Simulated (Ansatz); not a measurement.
The starting structures come from a database of crystals and need not be the phases stable at ambient conditions.

 Where the default PAW files enter, the runs use the earlier of Ansatz's two default sets.

By LDA, the system below comes out a metal.

The ballistic (Sharvin) conductance counts the channels at the Fermi level: G/A = (e²/h) × channels of both spins per area.

Data:

```xyz
1
Lattice="2.7561 0.0000 0.0000 -0.9187 2.5985 0.0000 0.9187 1.2992 2.2503" Properties=species:S:1:pos:R:3 pbc="T T T"
Al     0.0000     0.0000     0.0000
```

Space group of this cell: Im-3m, bcc (W type). The cell is taken as given.

The current flows along the normal of the first two printed cell vectors, the (110) plane of the conventional cell. No spin-orbit coupling; the value is a mean over 0.1 eV about the Fermi level.

Problem. Estimate the ballistic conductance per area that Ansatz (a program for electronic structure) with LDA returns for this system.

Solution. 1.7 × 10¹⁵ S/m² for both spins.
